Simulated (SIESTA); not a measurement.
Band structure of CrO2 (Pnnm, 6 atoms in the cell).

```xyz
6
Lattice="4.4481 0.0000 0.0000 0.0000 4.5292 0.0000 0.0000 0.0000 2.9860" Properties=species:S:1:pos:R:3 pbc="T T T"
Cr     2.2240     2.2646     1.4930
Cr     0.0000     0.0000     0.0000
O      3.5272     0.8597     1.4930
O      0.9209     3.6695     1.4930
O      1.3031     1.4049     0.0000
O      3.1449     3.1244     0.0000
```
Moments meant for the start (each program seeds them in its own way; μB, in the order of the atoms Cr Cr O O O O): 3.0 3.0 0.0 0.0 0.0 0.0.

Method: SIESTA 5.4.2 with GGA PBEsol, numerical atomic orbitals DZP, PseudoDojo PBEsol standard norm-conserving potentials (rewritten from UPF to PSML).

Settings: XC.functional = GGA; XC.authors = PBEsol; potentials = PseudoDojo PBEsol standard; PAO.BasisSize = DZP; PAO.EnergyShift = 0.01 Ry; MeshCutoff = 350 Ry; kgrid.MonkhorstPack = 4 4 5; OccupationFunction = MP; OccupationMPOrder = 0; ElectronicTemperature = 0.272 eV; Spin = polarized; DM.InitSpin = [1 +3.00, 2 +3.00, 3 +0.00, 4 +0.00, 5 +0.00, 6 +0.00]; MaxSCFIterations = 150; SCF.Mixer.Method = Broyden.

The starting cell comes from a database of computed structures (which also holds hypothetical and non-ambient phases and stackings), without a prior relaxation at this level. The magnetic order is the one reached from the typed start; others were not searched systematically. Values carry the incompleteness of an atom-centred basis.

Levels in eV from the Fermi level, bands 25 to 30 of the first spin channel:
```csv
point,25,26,27,28,29,30
Γ,-1.24,-1.21,-0.97,-0.92,-0.44,0.78
X,-0.84,-0.84,-0.03,-0.03,0.69,0.69
S,-1.47,-1.47,-0.84,-0.84,0.77,0.77
Y,-0.86,-0.86,-0.38,-0.38,0.25,0.25
Z,-0.85,-0.85,-0.37,-0.37,0.24,0.24
U,-1.53,-1.53,-0.84,-0.84,0.91,0.91
R,-0.83,-0.83,-0.16,-0.16,-0.02,-0.02
T,-1.54,-1.54,-1.24,-1.24,0.84,0.84
```

Bands cross the Fermi level along this path, so the cell is metallic at this level.

Higher empty bands are left out: an atom-centred basis made for the valence describes them poorly.

The net moment of the cell came out as 4.00 μB.
